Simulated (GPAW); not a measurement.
Input and output of a self-consistent single point for AlNi (Pm-3m, 2 atoms in the cell) (GPAW).

Level of theory: PBE, GPAW PAW datasets PBE (gpaw-data 1.0.1) (plane waves; GPAW 25.7.0).

The change in words: lattice scaled by 0.98. Reference geometry:
```xyz
2
Lattice="2.8597 0.0000 0.0000 0.0000 2.8597 0.0000 0.0000 0.0000 2.8597" Properties=species:S:1:pos:R:3 pbc="T T T"
Al     1.4299     1.4299     1.4299
Ni     0.0000     0.0000     0.0000
```

Reference input (self-consistent single point, DFT PBE, plane waves, GPAW PAW datasets PBE (gpaw-data 1.0.1)): mode = pw; ecut = 850 eV; xc = PBE; kpts = 15 15 15; mesh shift (steps) = 0 0 0; occupations.name = methfessel-paxton; occupations.width = 0.136 eV; occupations.order = 0; nbands = -6; convergence.density = 1e-05 e/electron; symmetry.symmorphic = false; symmetry.tolerance = 0.0005. This run's input differs from it in these lines:

```diff
@@ -5,6 +5,6 @@
 atoms = Atoms(['Al', 'Ni'],
-              cell=[[2.859710, 0.000000, 0.000000],
-                    [0.000000, 2.859710, 0.000000],
-                    [0.000000, 0.000000, 2.859710]],
-              positions=[[1.429855, 1.429855, 1.429855],
+              cell=[[2.802516, 0.000000, 0.000000],
+                    [0.000000, 2.802516, 0.000000],
+                    [0.000000, 0.000000, 2.802516]],
+              positions=[[1.401258, 1.401258, 1.401258],
                          [0.000000, 0.000000, 0.000000]],
```

Output, abridged:

```
     iter     time        total  log10-change:
                         energy   eigst   dens
iter:   1 --:--:--   -12.242457
iter:   2 --:--:--   -12.185348   -0.27  -1.48
iter:   3 --:--:--   -12.120495   -0.97  -1.53
iter:   4 --:--:--   -12.298581   -1.44  -1.58
iter:   5 --:--:--   -12.230896   -2.80  -1.71
iter:   6 --:--:--   -12.216385   -3.26  -1.89
iter:   7 --:--:--   -12.199389   -2.74  -2.04
iter:   8 --:--:--   -12.198748   -4.04  -2.86
iter:   9 --:--:--   -12.198748c  -5.87  -3.99
iter:  10 --:--:--   -12.198745c  -6.72  -4.03
iter:  11 --:--:--   -12.198747c  -6.70  -3.95
iter:  12 --:--:--   -12.198746c  -6.70  -4.21
iter:  13 --:--:--   -12.198745c  -7.64c -4.35
iter:  14 --:--:--   -12.198745c  -9.19c -5.02c
Converged after 14 iterations.

Dipole moment: (-0.000000, -0.000000, -0.000000) |e|*Ang

Energy contributions relative to reference atoms: (reference = -47971.421712)

Kinetic:        +20.819933
Potential:      -14.155660
External:        +0.000000
XC:             -18.934551
Entropy (-ST):   -0.008062
Local:           +0.075565
SIC:             +0.000000
--------------------------
Free energy:    -12.202776
Extrapolated:   -12.198745

Showing only first 2 kpts
 Kpt  Band  Eigenvalues  Occupancy
  0     7      8.40609    2.00000
  0     8      8.40609    2.00000
  0     9     15.91916    0.00000
  0    10     15.91916    0.00000

  1     7      8.36485    2.00000
  1     8      8.41065    2.00000
  1     9     15.00277    0.00000
  1    10     16.03591    0.00000

Fermi level: 10.12632

No gap
No difference between direct/indirect transitions
Energy (eV): -12.198745

Forces in eV/Ang:
  0 Al   -0.00000   -0.00000   -0.00000
  1 Ni    0.00000    0.00000   -0.00000

Stress tensor:
    -0.126052    -0.000000     0.000000
    -0.000000    -0.126052     0.000000
     0.000000     0.000000    -0.126052
Stress (GPa, Voigt): [-20.1958 -20.1958 -20.1958   0.       0.      -0.    ]
```

The run converged in 14 iterations. GPAW prints stress with tension positive. Against the reference run the free energy rises by 57.0 meV/atom and the pressure goes from 7.02 to 20.20 GPa.

The starting cell comes from a database of computed structures (which also holds hypothetical and non-ambient phases and stackings), without a prior relaxation at this level. For this run, on top of that: lattice scaled by 0.98. Spin polarisation is off. With a pressure of about 20 GPa the cell is away from its equilibrium volume at this level.

Cost on one core of a shared machine: roughly 40 s.
